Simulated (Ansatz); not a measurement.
Phonon-limited resistivity of YPb3 (Pm-3m) against temperature in μΩ·cm, PBEsol, DFPT electron-phonon coupling, linearised Boltzmann equation in Ansatz (a first-principles code), harmonic crystal at a fixed cell.

| T | ρ |
|---|---|
| 50 K | 3.08 |
| 77 K | ? |
| 100 K | 7.58 |
| 150 K | ? |
| 200 K | 16.0 |
| 250 K | 20.1 |
| 273 K | ? |
| 300 K | 24.2 |
| 350 K | 28.3 |
| 400 K | 32.4 |

Question: Fill in the missing entries.

Answer: 
- 77 K, ρ: 5.56
- 150 K, ρ: 11.8
- 273 K, ρ: 22.0

A metal at this level (no band gap). Only scattering by harmonic phonons is included (no impurities, grain boundaries, electron-electron scattering or thermal expansion). Spin-orbit coupling is left out, which matters with elements this heavy. The squared frequency of the phonon mode least converged on the k mesh is uncertain by 12 %. Halving the electron mesh (20x20x20) moves the resistivity by up to 2 %. Smearing 0.20 eV; phonons on a 3x3x3 q mesh, which this run doesn't test and which matters most at low temperature.

Formula and space group known from diffraction (Crystallography Open Database), not checked to be the room-temperature form: YPb3 (Pm-3m).
